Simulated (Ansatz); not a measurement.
# Amorphous Si$_{30}$N$_{44}$Ti$_{3}$

It comes from a melt-quench run on a machine-learned potential (CHGNet), relaxed afterwards by DFT. N atoms were pushed apart under 1.9 Å during the dynamics, to hinder bonds among them. The hot cell started wider than the set density and was brought back towards it in steps. It is the lowest in DFT energy of 2 quenches. It is a model cell: composition and starting density were chosen by hand, and all elements were melted together. No dispersion term was used.

Methods: PBE, scalar-relativistic without spin-orbit coupling (Ansatz, a program for electronic structure); r2SCAN, scalar-relativistic without spin-orbit coupling (Ansatz); HSE06, scalar-relativistic without spin-orbit coupling (Ansatz). Geometry, pressure, stress and energy are those of the PBE run. Its sampling: a 2×2×2 Γ-centred mesh; Fermi-Dirac width 0.02 eV; no spin polarisation. Other functionals are single points at the zone centre (r2SCAN at 500 eV; exact exchange cut at the cell's faces), free to take moments where seeds were set. At PBE the levels at both edges of the gap are localised (band-tail or defect states), and the nearest spread-out levels lie 2.9 eV apart at the zone centre.

The number of atoms in the cell is 77. The density (volume relaxed, without dispersion) is 2.95 g/cm³ and the volume per atom is 79.0 bohr^3. The pressure on a 2×2×2 Γ-centred mesh is 0.09 GPa and the largest force and stress component on that mesh (the relaxation ran on the zone centre alone) is 0.08 eV/Å and 0.2 GPa. The gap between localised states on a 2×2×2 Γ-centred mesh (PBE) is 1.62 eV and the gap between localised states at the zone centre (PBE) is 1.66 eV. The gap between localised states at the zone centre (r2SCAN) is 1.91 eV and the gap between localised states at the zone centre (HSE06) is 2.90 eV.

Neighbours within Si-Si 2.60 Å, Si-N 2.28 Å, Si-Ti 2.78 Å, N-N 1.70 Å, N-Ti 2.54 Å, Ti-Ti 3.12 Å count as bonded. Two cations that share two anions don't count as bonded, nor two that share one unless they lie closer than Si-Si 2.38 Å, Si-Ti 2.71 Å, Ti-Ti 3.04 Å.

- Mean coordination of Si by anions = 4.00 (1 with 3, 28 with 4, 1 with 5)
- Mean coordination of N = 3.05 (3 with 2, 36 with 3, 5 with 4)
- Mean coordination of Ti by anions = 4.67 (1 with 4, 2 with 5)
- Mean Si-N bond = 1.766 Å (spread 0.076 Å, 120 counted)
- Mean N-Ti bond = 2.007 Å (spread 0.133 Å, 14 counted)

Its density started from a set value of 3.05 g/cm³. Cooling (nominally 300 K/ps over its main leg) ran many orders faster than in experiment, which tends to leave more defects and strain. A cell of this size samples the disorder only roughly. Volume and shape were free in the relaxation.
